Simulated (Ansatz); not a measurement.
Quick settings and what they miss: ScAl (Pm-3m, 2 atoms in the cell)

Self-consistent single point.

```
ScAl
1.0
    3.30699     0.00000     0.00000
    0.00000     3.30699     0.00000
    0.00000     0.00000     3.30699
Sc Al
1 1
Direct
  0.50000   0.50000   0.50000
  0.00000   0.00000   0.00000
```

Method of the run: LDA (PW92), PAW files made with PBE (plane waves; Ansatz, a first-principles code).

Base settings: basis.ecutwfc = 420 eV; kpoints.mp_grid.grid = 8 8 8; hamiltonian.xc = lda; hamiltonian.pseudopotentials = {kind: paw} (the program's default PAW files); scf.occupations.method = cold; scf.occupations.width = 0.272 eV.

Tight run (finer mesh or higher cutoff; not a proven limit): basis.ecutwfc: 420 eV → 590 eV; kpoints.mp_grid.grid: 8 8 8 → 11 11 11; scf.convergence.dr2_threshold: default (1e-07 eV) → 1e-09 eV. It gave Fermi level (on the code's own zero) 9.91 eV; pressure 0.00 GPa.

Quick runs, as changes from the base:
- A: the base itself
- B: basis.ecutwfc: 420 eV → 250 eV; kpoints.mp_grid.grid: 8 8 8 → 3 3 3
- C: basis.ecutwfc: 420 eV → 210 eV; kpoints.mp_grid.grid: 8 8 8 → 4 4 4; scf.occupations.width: 0.272 eV → 0.136 eV; kpoints.mp_grid.shift: default → 0.5 0.5 0.5; width narrowed by the program to 0.0747 eV
- D: basis.ecutwfc: 420 eV → 210 eV; kpoints.mp_grid.grid: 8 8 8 → 2 2 2; scf.occupations.method: cold → fermi_dirac; scf.occupations.width: 0.272 eV → 0.2 eV
- E: basis.ecutwfc: 420 eV → 250 eV; kpoints.mp_grid.grid: 8 8 8 → 6 6 6; scf.occupations.method: cold → methfessel_paxton; scf.occupations.width: 0.272 eV → 0.2 eV; kpoints.mp_grid.shift: default → 0.5 0.5 0.5
- F: basis.ecutwfc: 420 eV → 335 eV; kpoints.mp_grid.grid: 8 8 8 → 6 6 6; scf.convergence.dr2_threshold: default (1e-07 eV) → 0.0001 eV

Energies are extrapolated to zero smearing width, which holds to low order in the width alone.

The count of work is k-points × plane waves × bands × iterations; it is no time. 

Pressures in the table are Ansatz's without its Pulay estimate, at a fixed set of plane waves; the tight run's value above holds the estimate.

The starting cell comes from a database of computed structures (which also holds hypothetical and non-ambient phases and stackings), without a prior relaxation at this level. Its lattice was rescaled by a random factor within 2.5 % of one.

```
run  energy less tight (meV/atom)  pressure less tight (GPa)  count of work / tight
---  ----------------------------  -------------------------  ---------------------
A                             1.5                       0.06                   0.34
B                            94.0                      -8.97                  0.018
C                           654.3                     -24.84                  0.019
D                           410.5                     -20.73                  0.012
E                           166.7                      -7.65                  0.045
F                             6.7                      -0.46                  0.091
```

Among the runs at the tight run's level, the energy misses run from 1.5 to 654.3 meV/atom.

Keys are those of Ansatz 0.2.
